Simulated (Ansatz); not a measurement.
Base system: Al in the fcc (Cu type) structure (space group Fm-3m, No. 225; a = 4.041 Å; relaxed with 0.1 eV smearing).

Method: PBE, PAW, 420 eV (Ansatz, a quantum-chemistry and plane-wave program; no SOC).

Strains are applied to the cell and any free atomic positions relax.

One change was made to it. Results:

| quantity | base | after |
|---|---|---|
| pressure | 0.0 GPa | 8.7 GPa |
| energy relative to the base (free energy F) | 0 meV/atom | +36 meV/atom |

Q: Which change produced these results?
(A) isotropic strain +2.50 %
(B) isotropic strain −3.00 %
(C) isotropic strain −1.00 %
(D) isotropic strain +1.50 %
(E) isotropic strain −2.00 %

A: B, isotropic strain −3.00 %. For comparison, the energy relative to the base in the other runs: isotropic strain −1.00 % gives +3.7 meV/atom; isotropic strain +2.50 % gives +21 meV/atom; isotropic strain −2.00 % gives +15 meV/atom; isotropic strain +1.50 % gives +7.7 meV/atom.

Stability against distortions was not tested.
